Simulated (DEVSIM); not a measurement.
Device: Al0.15Ga0.85As/GaAs n-p heterojunction, at 300 K.

| layer (left to right) | material | thickness (μm) | Nd (cm⁻³) | Na (cm⁻³) | τn (s) | τp (s) |
|---|---|---|---|---|---|---|
| 1 | Al0.15Ga0.85As | 0.0550 | 2e17 | - | 3.7e-9 | 3.7e-9 |
| 2 | GaAs | 1.70 | - | 3.5e15 | 3.7e-9 | 3.7e-9 |

Left contact: ohmic. Right contact: ohmic. Voltage is applied to the left contact. Recombination: SRH at mid-gap, Auger. Mobility is μmin + (μ − μmin)/(1 + (N/Nref)^α).

This is a model device: material constants are rounded textbook-type values typed into the input, and sizes, dopings and lifetimes were drawn at random. Values at 300 K; Nc and Nv go as T^1.5, mobilities as T to minus their exponent, the gap by Varshni's rule with the affinity fixed.

```
parameter         Al0.15Ga0.85As      GaAs
----------------  --------------  --------
gap (eV)                   1.611     1.424
affinity (eV)             3.9515      4.07
permittivity               12.47      12.9
Nc (cm⁻³)                 5.6e17    4.7e17
Nv (cm⁻³)                   9e18      9e18
μn (cm²/Vs)                 5695      8500
μp (cm²/Vs)                  282       400
μn,min                       500       500
μp,min                        20        20
Nref,n                      6e16      6e16
Nref,p                    1.5e17    1.5e17
αn                          0.39      0.39
αp                          0.38      0.38
T exponent of μn             2.1       2.1
T exponent of μp             2.2       2.2
Cn (cm⁶/s)                 1e-30     1e-30
Cp (cm⁶/s)                 1e-30     1e-30
Varshni α (eV/K)        0.000541  0.000541
Varshni β (K)                204       204
```

Model (solved in DEVSIM): 1D drift-diffusion, Boltzmann statistics, complete ionisation; no tunnelling, impact ionisation, image-force lowering or self-heating. Band offsets follow the typed affinities; no thermionic-emission limit at abrupt steps, no polarisation charge.

The temperature was swept, all else fixed.

| temperature (K) | dark forward voltage at 1 A/cm² (V) | potential step across the device at zero bias (V) | dark forward voltage at 100 A/cm² (V) |
|---|---|---|---|
| 250 | (withheld) | 1.385 | (withheld) |
| 300 | 0.925 | 1.313 | 1.050 |
| 350 | 0.809 | 1.238 | 0.956 |
| 400 | 0.691 | 1.160 | 0.860 |
| 450 | 0.571 | 1.080 | 0.763 |
| 500 | 0.450 | 0.998 | 0.664 |

Q: Some entries are withheld; supply them.

A: 
- 250, dark forward voltage at 1 A/cm² (V): 1.038
- 250, dark forward voltage at 100 A/cm² (V): 1.142
